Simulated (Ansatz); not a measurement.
The starting structures come from a database of crystals and need not be the phases stable at ambient conditions.

 Where the default PAW files enter, the runs use the earlier of Ansatz's two default sets.

By LDA, the system below comes out a metal.

Without scattering a metal conducts by its projected Fermi surface.

```
Ni2Ge
1.0
    3.97981     0.00000     0.00000
   -1.98990     3.44662     0.00000
    0.00000     0.00000     5.02388
Ni Ge
4 2
Direct
  0.66667   0.33333   0.25000
  0.33333   0.66667   0.75000
  0.00000   0.00000   0.00000
  0.00000   0.00000   0.50000
  0.66667   0.33333   0.75000
  0.33333   0.66667   0.25000
```

Space group of this cell: P6_3/mmc. The cell is taken as given; by LDA its mean pressure is -7.3 GPa.

The current flows along the normal of the first two printed cell vectors, the (001) plane of the conventional cell. No spin-orbit coupling; the value is a mean over 0.1 eV about the Fermi level.

Q: State the ballistic conductance per area according to LDA (Ansatz, a first-principles code).

A: 0.76 × 10¹⁵ S/m² for both spins.
